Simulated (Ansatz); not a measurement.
Functionals compared on Br on the 1x1 (111) surface of fcc Pt, one in a 2x2 cell, started at the site 'hollow Pt-Pt-Pt over Pt at depth 4.6 Å', in Ansatz (plane waves, PAW). The structure was relaxed with PBE; the other rows are single points on it, each with its references at the same level. Cutoff 420 eV (500 eV for r2SCAN).

Slab: 17 atoms, 6.9 Å thick at the start under the adsorbate (thin: gaps and levels are the slab's own); k 6x6x1, smearing 0.1 eV, dipole-corrected; 8 atoms held, the rest relaxed; held to the start's symmetry, so lower structures may exist; no spin, no spin-orbit, no U, no dispersion correction. At the end it is bonded to 3 Pt. In PBE it is, or lies within 0.03 eV of, the lowest of the starts that converged. These notes are the PBE run's. Adsorption energies are against ½ Br2(g). A negative adsorption energy means that the adsorbate is more stable on the surface than in its reference.

| functional | adsorption energy (eV) | work function of the top face (eV) | change of the work function (eV) | rough cost of the single point |
|---|---|---|---|---|
| PBE | -1.14 | 4.98 | -0.70 | – |
| RPBE | -0.84 | 4.89 | -0.63 | about 70 core-seconds (a rough figure) |
| r2SCAN | ___ | ___ | ___ | roughly 2.7 core-minutes |

Complete the blanks.


- r2SCAN, adsorption energy (eV): -1.43
- r2SCAN, work function of the top face (eV): 5.13
- r2SCAN, change of the work function (eV): -0.62

Ansatz is an electronic-structure program.
